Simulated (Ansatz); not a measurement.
The structure below was relaxed with Ansatz (a program for electronic structure), PBEsol, PAW, cutoff 420 eV, no SOC, at pressure 10 GPa.

```
SnSb
1.0
    0.00000     2.91957     2.91957
    2.91957     0.00000     2.91957
    2.91957     2.91957     0.00000
Sn Sb
1 1
Cartesian
  2.91957   2.91957   2.91957
  0.00000   0.00000   0.00000
```

Question: Find the space group and the Wyckoff positions.

Answer: Space group Fm-3m (No. 225); a = b = c = 5.839 Å, α = β = γ = 90.00°

```tsv
atom	site	symmetry	x	y	z
Sn	4b	m-3m	0.5000	0.5000	0.5000
Sb	4a	m-3m	0.0000	0.0000	0.0000
```

Question: Describe the coordination.

Answer: The crystal has 8 atoms in its conventional cell. Cell: a = b = c = 5.8391 Å, α = β = γ = 90.00°. Sn sees 6 Sb at 2.920 Å (octahedral). Sb is surrounded by 6 Sn at 2.920 Å (octahedral). (Neighbours: up to the widest gap in distance over summed covalent radii, below 1.35, at either atom; cation-cation and far metal-metal contacts left out.)

Load acts through the strain it causes; cell and atoms are relaxed under it. No phonon test of stability was made. No other phases were tried under pressure. All final runs are without spin polarisation. The cell was made from SnSb in the rock salt structure (space group Fm-3m, No. 225) by this change: pressure 10 GPa.
